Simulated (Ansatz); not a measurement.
The starting structures come from a database of crystals and need not be the phases stable at ambient conditions.

Tunnelling through a barrier is set by its complex band structure: the current falls as exp(−2κd) with the smallest κ.

Here is the system:

```xyz
10
Lattice="6.7760 0.0000 0.0000 3.3880 5.8919 0.0000 0.0000 3.8024 6.3259" Properties=species:S:1:pos:R:3 pbc="T T T"
Al     2.7419     3.8055     5.5116
Al     4.0342     1.9043     2.3486
Al     6.3315     5.7171     5.5838
Al     7.2205     3.8159     2.4208
Se     3.9956     5.9105     0.0722
Se     9.5564     7.8117     3.2352
Se     3.9736     5.7791     6.2428
Se     2.8024     3.8779     3.0799
Se     7.3898     7.7753     6.3118
Se     6.1623     5.8741     3.1489
```

Space group of this cell: Cc. The cell is taken as given.

Transport runs along the normal of the first two printed cell vectors.

No gap correction and no spin-orbit coupling; mid-gap values are interpolated between computed energies.

**Question.** Predict the band gap and the smallest decay constant κ at mid-gap from PBEsol (Ansatz, an electronic-structure program).

**Answer.** Gap 1.84 eV on a 6×6×6 mesh; κ = 0.145 1/Å, at the zone centre.
